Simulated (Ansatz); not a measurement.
The parent structure is K$_{2}$S in the anti-fluorite structure (space group Fm-3m, No. 225; a = 7.336 Å). Axes: x, y, z lie along the cube axes.

Level of theory: PBEsol (Ansatz, a program for electronic structure, PAW, scalar-relativistic without spin-orbit coupling).

For the base:

- Shortest interatomic distance = 3.177 Å
- Valley order = Γ 2.35 eV; X along ⟨100⟩ 3.42 eV
- Smallest direct gap = 2.58 eV

The change: uniaxial strain ε_zz = +1.00 %, all other strain components held at zero, atoms relaxed at fixed cell.

### Question
What happens to the shortest interatomic distance?

### Answer
The shortest interatomic distance grows by 0.0106 Å (3.177 Å → 3.187 Å).

### Question
Predict the new energy relative to the base.

### Answer
The energy goes up by 0.4 meV/atom.

### Question
How does this affect the stress?

### Answer
The stress (xx, yy, zz, yz, xz, xy; compression positive) comes out as (-0.11, -0.11, -0.35, 0.00, 0.00, 0.00) GPa.

### Question
What does the calculation give for the valley order after the change?

### Answer
The valley order (the lowest conduction-band minima on the path, energy above the VBM, named in the base's zone) becomes Γ 2.31 eV; X along [001] 3.40 eV; X along [100] 3.42 eV (base: Γ 2.35 eV; X along ⟨100⟩ 3.42 eV).

### Question
What does the calculation give for the smallest direct gap after the change?

### Answer
The smallest direct gap shrinks by 0.04 eV to 2.54 eV.

Gaps are read on the SCF mesh and a high-symmetry path. Whether these cells are dynamically stable was not tested.
